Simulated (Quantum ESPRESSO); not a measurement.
Worked example: self-consistent single point of Rh (Fm-3m, 1 atom in the cell) in Quantum ESPRESSO.

Method: PBE, SSSP 1.1.2 precision (PBE) pseudopotentials (plane waves; Quantum ESPRESSO).

The change in words: lattice scaled by 0.98. Reference geometry:
```xyz
1
Lattice="-1.8596 0.0000 1.8596 0.0000 1.8596 1.8596 -1.8596 1.8596 0.0000" Properties=species:S:1:pos:R:3 pbc="T T T"
Rh     0.0000     0.0000     0.0000
```

Reference input (self-consistent single point, DFT, PBE, plane waves, SSSP 1.1.2 precision (PBE) pseudopotentials): ecutwfc = 75 Ry; occupations = smearing; smearing = gaussian; degauss = 0.0147 Ry; potentials = {Rh: Rh_ONCV_PBE-1.0.oncvpsp.upf}; K_POINTS = automatic 12 12 12 0 0 0; conv_thr = 1e-11 Ry; mixing_beta = 0.3. This run's input differs from it in these lines:

```diff
@@ -10,3 +10,3 @@
  ibrav = 2,
- A = 3.719194000,
+ A = 3.644810000,
  nat = 1,
```

The program printed (abridged):

```
     Self-consistent Calculation

     iteration #  1     ecut=    75.00 Ry     beta= 0.30

     Threshold (ethr) on eigenvalues was too large:
     Diagonalizing with lowered threshold

     total energy              =    -216.90705157 Ry
     estimated scf accuracy    <       0.00592170 Ry

     iteration #  2     ecut=    75.00 Ry     beta= 0.30

     total energy              =    -216.90695346 Ry
     estimated scf accuracy    <       0.00132397 Ry

     iteration #  3     ecut=    75.00 Ry     beta= 0.30

     total energy              =    -216.90713932 Ry
     estimated scf accuracy    <       0.00014910 Ry

   [... 3 blocks of this kind left out ...]

     iteration #  7     ecut=    75.00 Ry     beta= 0.30

     total energy              =    -216.90714636 Ry
     estimated scf accuracy    <          5.8E-10 Ry

     iteration #  8     ecut=    75.00 Ry     beta= 0.30
     End of self-consistent calculation

     the Fermi energy is    27.2912 ev

!    total energy              =    -216.90714636 Ry
     estimated scf accuracy    <          8.3E-12 Ry
     smearing contrib. (-TS)   =      -0.00123791 Ry
     internal energy E=F+TS    =    -216.90590844 Ry

     convergence has been achieved in   8 iterations

     Forces acting on atoms (cartesian axes, Ry/au):

     atom    1 type  1   force =     0.00000000    0.00000000    0.00000000

     Total force =     0.000000     Total SCF correction =     0.000000

          total   stress  (Ry/bohr**3)                   (kbar)     P=      560.10
   0.00380747   0.00000000   0.00000000          560.10        0.00        0.00
   0.00000000   0.00380747  -0.00000000            0.00      560.10       -0.00
   0.00000000  -0.00000000   0.00380747            0.00       -0.00      560.10

   JOB DONE.
```

The run converged in 8 iterations. Against the reference run the free energy rises by 196 meV/atom and the pressure goes from 28.53 to 56.01 GPa.

The starting cell comes from a database of computed structures (which also holds hypothetical and non-ambient phases and stackings), without a prior relaxation at this level. Its lattice was rescaled by a random factor within 2.5 % of one. For this run, on top of that: lattice scaled by 0.98. Spin polarisation is off. With a pressure of about 56 GPa the cell is away from its equilibrium volume at this level.
